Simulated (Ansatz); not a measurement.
## Effect of tensor shear ε_xy = +1.43 % on BeSe

Take BeSe in the zinc blende structure (space group F-43m, No. 216; a = 5.1289 Å) as the base. Axes: x, y, z lie along the cube axes.

Now apply this change: a pure shear with ε_xy = ε_yx = 0.0143, atoms relaxed at fixed cell.

Level of theory: DFT with PBEsol, PAW potentials and a 420 eV plane-wave cutoff in Ansatz (a quantum-chemistry and plane-wave program), scalar-relativistic without spin-orbit coupling. Settings: 11×11×11 k-points, 0.05 eV Fermi–Dirac smearing.

Volume per atom: 16.86 Å³ (base 16.86 Å³)
Energy relative to the base (free energy F): +2.9 meV/atom
Pressure (mean of the normal stresses, compression positive): 0.03 GPa (base 0.00 GPa)
Band gap: 2.32 eV (base 2.47 eV)
Gap character: indirect, Γ → X
Smallest direct gap: 4.09 eV (base 4.28 eV)
Valence-band top at Γ (three highest levels, from the VBM): 0.00, -0.13, -0.23 eV (base 0.00, 0.00, 0.00 eV)
Stress (xx, yy, zz, yz, xz, xy; compression positive): (0.06, 0.06, -0.01, 0.00, 0.00, -1.92) GPa

Final structure:

```xyz
2
Lattice="0.0367 2.5645 2.5645 2.5645 0.0367 2.5645 2.6011 2.6011 0.0000" Properties=species:S:1:pos:R:3 pbc="T T T"
Be     0.0000     0.0000     0.0087
Se     1.3006     1.3006     1.2735
```

The cells carry an imposed strain or load. Whether these cells are dynamically stable was not tested. k-point labels follow each cell's own Brillouin zone.
